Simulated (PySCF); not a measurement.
PySCF 2.14.0, CCSD (frozen core)/def2-svp: OCC([SiH3])[SiH3], 15 atoms. The geometry is a generated start, not checked to be a minimum at this level.

| Property | Result |
|---|---|
| task | ccsd |
| basis | def2-svp |
| two-electron scheme | exact four-centre integrals |
| frozen core | true |
| mf.init_guess | minao (default) |
| mf.DIIS | CDIIS (default) |
| mf.diis_space | 8 (default) |
| mf.conv_tol | 1e-09 (default) |
| basis functions (reference run) | 128 |

On 4 threads, 1 BLAS thread. Build: conda-forge: OpenMP (GNU), OpenBLAS with its own threads, libcint, Libxc. Each setting ran once; only counts and results are compared.

Values of mol.max_memory tried: 8000 MB, 4000 MB, 2000 MB, 1000 MB, 500 MB, 300 MB, 200 MB.

How low can the memory setting go, and what changes on the way?

It runs down to 200 MB, the lowest tried, with the same result. At 8000 MB: SCF integrals in memory, transformation in memory. From 2000 MB down: SCF integrals in memory, transformation through a file. From 300 MB down: direct SCF, transformation through a file.

```json
[
 {"mol.max_memory": "8000 MB", "path": "SCF integrals in memory, transformation in memory", "peak memory": "1.4 GiB"},
 {"mol.max_memory": "4000 MB", "path": "SCF integrals in memory, transformation in memory", "peak memory": "1.4 GiB"},
 {"mol.max_memory": "2000 MB", "path": "SCF integrals in memory, transformation through a file", "peak memory": "1.7 GiB"},
 {"mol.max_memory": "1000 MB", "path": "SCF integrals in memory, transformation through a file", "peak memory": "1.7 GiB"},
 {"mol.max_memory": "500 MB", "path": "SCF integrals in memory, transformation through a file", "peak memory": "1.7 GiB"},
 {"mol.max_memory": "300 MB", "path": "direct SCF, transformation through a file", "peak memory": "1.5 GiB"},
 {"mol.max_memory": "200 MB", "path": "direct SCF, transformation through a file", "peak memory": "1.5 GiB"}
]
```

Peak memory is the kernel's count for the largest process, libraries included and scratch files not. The peak passes the setting at 1000 MB, 500 MB, 300 MB, 200 MB: it is no hard cap.
